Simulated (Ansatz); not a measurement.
The parent structure is TlI in the CsCl type structure (space group Pm-3m, No. 221; a model cell).

```xyz
2
Lattice="4.2452 0.0000 0.0000 0.0000 4.2452 0.0000 0.0000 0.0000 4.2452" Properties=species:S:1:pos:R:3 pbc="T T T"
Tl     0.0000     0.0000     0.0000
I      2.1226     2.1226     2.1226
```

Computed with r2SCAN (Ansatz, a first-principles code; PAW; 500 eV plane waves; no SOC).

Before the change:

- Valley order = R along ⟨111⟩ 2.08 eV; X along ⟨100⟩ 2.39 eV; a point along ⟨110⟩, about 0.6 Å⁻¹ from Γ 3.63 eV
- Pressure = -0.01 GPa
- Width of the top valence band = 1.73 eV

Modification: every lattice vector is stretched by 2.16 %; the atoms relax in the strained cell.

How does this affect the valley order?

The valley order (the lowest conduction-band minima on the path, energy above the VBM, named in the base's zone) changes from R along ⟨111⟩ 2.08 eV; X along ⟨100⟩ 2.39 eV; a point along ⟨110⟩, about 0.6 Å⁻¹ from Γ 3.63 eV to R along ⟨111⟩ 2.27 eV; X along ⟨100⟩ 2.45 eV; a point along ⟨110⟩, about 0.6 Å⁻¹ from Γ 3.65 eV.

How does this affect the energy relative to the base?

The energy grows by 9.3 meV/atom.

How does this affect the pressure?

The pressure falls by 1.09 GPa, from -0.01 GPa to -1.10 GPa.

What does the calculation give for the width of the top valence band after the change?

The width of the top valence band decreases by 0.25 eV (1.73 eV → 1.48 eV).

Spin-orbit coupling, missing from the scalar runs, can matter with I and Tl. The levels and masses belong to the bands next to the band gap. Stability against distortions was not tested.
